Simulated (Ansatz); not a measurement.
Take Mg2Sn (space group Fm-3m, No. 225; a = 6.747 Å; relaxed with 0.1 eV smearing) as the base. Axes: x, y, z lie along the cube axes.

Level of theory: Kohn–Sham DFT with the PBEsol functional, run in Ansatz (an electronic-structure program) with PAW and 420 eV plane waves, no SOC, earlier PAW set.

Before the change:

| Property | Value |
|---|---|
| Volume per atom | 25.59 Å³ |

The change: compressive biaxial strain of 4.93 % in the plane normal to [001], as in epitaxy on a mismatched substrate; the out-of-plane cell vector and the atoms relax.

### Question
How does this affect the energy relative to the base?

### Answer
The energy rises by 36 meV/atom.

### Question
Estimate the effect on the volume per atom.

### Answer
The volume per atom decreases by 1.61 Å³, from 25.59 Å³ to 23.98 Å³.

### Question
Estimate the effect on the in-plane stress.

### Answer
The mean in-plane stress (compression positive) comes out as +4.9 GPa.

No phonon test of stability was made.
